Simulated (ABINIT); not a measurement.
# ABINIT run on CdSe (P6_3mc, 4 atoms in the cell): self-consistent single point

Computed with PBE, PAW (JTH v2.0 PBE PAW) (plane waves; ABINIT).

This input was run:

```
# CdSe, JTH v2.0 PBE PAW
pp_dirpath "./"
pseudos "Cd.GGA_PBE-JTH.xml, Se.GGA_PBE-JTH.xml"
acell 4.3460897996 4.3460897996 7.0898400000 Angstrom
rprim
         1.0000000000    0.0000000107    0.0000000000
        -0.5000000093    0.8660253984    0.0000000000
         0.0000000000    0.0000000000    1.0000000000
natom 4
ntypat 2
znucl 48 34
typat 1 1 2 2
xcart
         2.1730448864    1.2546080811    3.5445655080
        -0.0000000269    2.5092161157    7.0894855080
         2.1730448864    1.2546080811    6.2100617544
        -0.0000000269    2.5092161157    2.6651417544
      Angstrom
ecut 20
pawecutdg 40
occopt 1
nband 21
kptopt 1
ngkpt 7 7 4
nshiftk 1
shiftk 0 0 0
nstep 100
tolvrs 1.0e-11
prtwf 0
prtden 0
enunit 2
```

Output (repeated stretches shortened):

```
 Symmetries : space group P6_3 m c (#186); Bravais hP (primitive hexag.)

 -outvars: echo values of preprocessed input variables --------
            acell      8.2129194702E+00  8.2129194702E+00  1.3397855926E+01 Bohr
             ecut      2.00000000E+01 Hartree
           enunit           2
              ixc     -101130
         kptrlatt        7    0    0      0    7    0      0    0    4
          kptrlen      5.35914237E+01
            natom           4
            nband          21
            ngfft          36      36      54
          ngfftdg          48      48      80
             nkpt          24
            nstep         100
             nsym          12
           ntypat           2
        pawecutdg      4.00000000E+01 Hartree
            rprim      1.0000000000E+00  1.0700000000E-08  0.0000000000E+00
                      -5.0000000930E-01  8.6602539840E-01  0.0000000000E+00
                       0.0000000000E+00  0.0000000000E+00  1.0000000000E+00
          spgroup         186
           tolvrs      1.00000000E-11
            typat      1  1  2  2
           useylm           1
             xred      6.6666666669E-01  3.3333333335E-01  4.9995000000E-01
                       3.3333333335E-01  6.6666666668E-01  9.9995000000E-01
                       6.6666666669E-01  3.3333333335E-01  8.7591000000E-01
                       3.3333333335E-01  6.6666666668E-01  3.7591000000E-01
            znucl       48.00000   34.00000

== DATASET  1 ==================================================================

 Real(R)+Recip(G) space primitive vectors, cartesian coordinates (Bohr,Bohr^-1):
 R(1)=  8.2129195  0.0000001  0.0000000  G(1)=  0.1217594  0.0702978  0.0000000
 R(2)= -4.1064598  7.1125969  0.0000000  G(2)= -0.0000000  0.1405956  0.0000000
 R(3)=  0.0000000  0.0000000 13.3978559  G(3)=  0.0000000  0.0000000  0.0746388
 Unit cell volume ucvol=  7.8263824E+02 bohr^3
 Angles (23,13,12)=  9.00000000E+01  9.00000000E+01  1.20000000E+02 degrees

 Coarse grid specifications (used for wave-functions):

 getcut: wavevector=  0.0000  0.0000  0.0000  ngfft=  36  36  54
         ecut(hartree)=     20.000   => boxcut(ratio)=   2.00207

 Fine grid specifications (used for densities):

 getcut: wavevector=  0.0000  0.0000  0.0000  ngfft=  48  48  80
         ecut(hartree)=     40.000   => boxcut(ratio)=   2.05281

   4.10605716E+03                                ecore*ucvol(ha*bohr**3)

_setup2: Arith. and geom. avg. npw (full set) are    3343.219    3343.210

--- !BeginCycle
solver: {iscf: 17, nstep: 100, nline: 4, wfoptalg: 10, }
tolerances: {tolvrs: 1.00E-11, }
...

     iter   Etot(hartree)      deltaE(h)  residm     nres2
 ETOT  1  -114.10372530259    -1.141E+02 2.336E-01 4.820E+00
 ETOT  2  -114.35550807254    -2.518E-01 1.720E-02 1.257E+00
 ETOT  3  -114.35137377471     4.134E-03 6.581E-03 1.649E-01
 ETOT  4  -114.35195798093    -5.842E-04 2.692E-03 2.309E-02
 ETOT  5  -114.35225226324    -2.943E-04 4.119E-04 2.168E-03
 ETOT  6  -114.35231016185    -5.790E-05 2.437E-04 3.513E-04
   [... 13 lines left out ...]
 ETOT 20  -114.35234451927    -1.674E-11 4.372E-06 3.050E-10
 ETOT 21  -114.35234451927    -7.390E-13 4.340E-06 1.298E-11
 ETOT 22  -114.35234451928    -2.615E-12 3.331E-06 3.145E-11
 ETOT 23  -114.35234451928    -1.180E-12 3.314E-06 3.122E-11
 ETOT 24  -114.35234451928    -4.022E-12 2.518E-06 9.881E-12

 At SCF step   24       nres2   =  9.88E-12 < tolvrs=  1.00E-11 =>converged.

 Cartesian components of stress tensor (hartree/bohr^3)
  sigma(1 1)= -4.07472327E-05  sigma(3 2)=  0.00000000E+00
  sigma(2 2)= -4.07472321E-05  sigma(3 1)=  0.00000000E+00
  sigma(3 3)= -4.09049022E-05  sigma(2 1)=  2.57948480E-13

 ----iterations are completed or convergence reached----

 reduced coordinates (array xred) for    4 atoms
       0.666666666688      0.333333333349      0.499950000000
       0.333333333355      0.666666666682      0.999950000000
       0.666666666688      0.333333333349      0.875910000000
       0.333333333355      0.666666666682      0.375910000000
 cartesian forces (eV/Angstrom) at end:
    1     -0.00000000000000     0.00000000000000     0.00537475164842
    2      0.00000000000000    -0.00000000000000     0.00537475164842
    3     -0.00000000000000     0.00000000000000    -0.00537475164842
    4      0.00000000000000    -0.00000000000000    -0.00537475164842
 frms,max,avg= 3.1031143E-03 5.3747516E-03   0.000E+00  0.000E+00  5.817E-06 e/A
 length scales=  8.212919470172  8.212919470172 13.397855925978 bohr
              =  4.346089799600  4.346089799600  7.089840000000 angstroms
 Fermi (or HOMO) energy (hartree) =   0.04571   Average Vxc (hartree)=  -0.31702
 Eigenvalues (hartree) for nkpt=  24  k points:
 kpt#   1, nband= 21, wtk=  0.00510, kpt=  0.0000  0.0000  0.0000 (reduced coord)
  -0.41143   -0.39840   -0.24205   -0.24185   -0.24185   -0.23959   -0.23959   -0.23077
  -0.23077   -0.22863   -0.22863   -0.21942   -0.10902    0.01910    0.01910    0.04409
   0.04571    0.04571    0.06748    0.12506    0.26106
 prteigrs : prtvol=0 or 1, do not print more k-points.

 Fermi (or HOMO) energy (eV) =   1.24375   Average Vxc (eV)=  -8.62651
 Eigenvalues (   eV  ) for nkpt=  24  k points:
 kpt#   1, nband= 21, wtk=  0.00510, kpt=  0.0000  0.0000  0.0000 (reduced coord)
 -11.19553  -10.84091   -6.58647   -6.58120   -6.58120   -6.51965   -6.51965   -6.27960
  -6.27960   -6.22136   -6.22136   -5.97078   -2.96659    0.51979    0.51979    1.19982
   1.24375    1.24375    1.83617    3.40296    7.10387
 prteigrs : prtvol=0 or 1, do not print more k-points.

--- !EnergyTerms
comment             : Components of total free energy in Hartree
kinetic             :  3.24561827719173E+01
hartree             :  3.02755399310137E+01
xc                  : -1.90268081585917E+01
Ewald energy        : -8.09233090544642E+01
psp_core            :  5.24643052961085E+00
local_psp           : -9.11114730423887E+01
spherical_terms     :  8.73109137891549E+00
total_energy        : -1.14352345643987E+02
total_energy_eV     : -3.11168557260994E+03
...

-Cartesian components of stress tensor (GPa)         [Pressure=  1.2004E+00 GPa]
- sigma(1 1)= -1.19882477E+00  sigma(3 2)=  0.00000000E+00
- sigma(2 2)= -1.19882476E+00  sigma(3 1)=  0.00000000E+00
- sigma(3 3)= -1.20346357E+00  sigma(2 1)=  7.58910501E-09

 Calculation completed.
```

The run converged in 24 iterations.

The starting cell comes from a database of computed structures (which also holds hypothetical and non-ambient phases and stackings), without a prior relaxation at this level.

These are the values that this program gave, and no reference: the one-centre exchange-correlation terms come from a truncated expansion.

Cost on one core of a shared machine: roughly 3 min.
